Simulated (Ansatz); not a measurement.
Functionals compared on the (10-12) surface of hcp Co, ferromagnetic in its 1x1 cell, outermost plane spacing 0.49 Å in the ideal cut, in Ansatz (plane waves, PAW). The structure was relaxed with PBE; the other rows are single points on it, each with its references at the same level. Cutoff 420 eV.

Slab: 16 atoms, 10.8 Å thick at the start; k 15x7x1, smearing 0.1 eV, dipole-corrected; all atoms relaxed; held to the start's symmetry, so lower structures may exist; spin-polarised, no spin-orbit, no U. These notes are the PBE run's.

```tsv
functional	surface energy (J/m²)	work function of the top face (eV)	magnetic moment of the cell (μB)	rough cost of the single point
PBE	2.55	4.49	26.84	–
LDA	3.21	4.84	26.32	around 40 core-minutes (rough)
PBEsol	2.98	4.58	26.81	roughly 23 core-minutes
RPBE	2.28	4.31	26.98	around 15 core-minutes (rough)
```

Ansatz is a first-principles code.
